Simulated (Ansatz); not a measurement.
## BN: response to strain

Base system: BN in the zinc blende structure (space group F-43m, No. 216; a = 3.625 Å).

Strains are applied to the cell and any free atomic positions relax.

Method: PBE in Ansatz (plane waves to 420 eV, PAW, no SOC).

| change | electron mass | pressure | band gap |
|---|---|---|---|
| base | 0.91 mₑ along k, 0.30 mₑ across (at X) | 0.00 GPa | 4.46 eV |
| isotropic strain −2.50 % | 0.88 mₑ along k, 0.30 mₑ across (at X) | 32.43 GPa | [?] |
| isotropic strain −2.00 % | 0.89 mₑ along k, 0.30 mₑ across (at X) | 25.16 GPa | [?] |
| isotropic strain −1.50 % | 0.90 mₑ along k, 0.30 mₑ across (at X) | 18.31 GPa | 4.51 eV |
| isotropic strain −1.00 % | 0.90 mₑ along k, 0.30 mₑ across (at X) | 11.84 GPa | [?] |
| isotropic strain +1.00 % | 0.93 mₑ along k, 0.30 mₑ across (at X) | -10.49 GPa | 4.43 eV |
| isotropic strain +1.50 % | 0.94 mₑ along k, 0.30 mₑ across (at X) | -15.27 GPa | 4.41 eV |
| isotropic strain +2.00 % | 0.94 mₑ along k, 0.30 mₑ across (at X) | -19.76 GPa | 4.39 eV |
| isotropic strain +2.50 % | 0.95 mₑ along k, 0.31 mₑ across (at X) | -23.97 GPa | 4.38 eV |
| isotropic strain +3.00 % | 0.96 mₑ along k, 0.31 mₑ across (at X) | -27.93 GPa | 4.36 eV |

### Question
What belongs in the blanks?

### Answer

- isotropic strain −2.50 %, band gap: 4.54 eV
- isotropic strain −2.00 %, band gap: 4.53 eV
- isotropic strain −1.00 %, band gap: 4.49 eV

Effective masses come from finite differences of ±0.01 Å⁻¹. Along k means along the line from Γ to the band edge. Semilocal Kohn–Sham gaps tend to fall short of experiment. Whether these cells are dynamically stable was not tested.

Ansatz is a first-principles code.
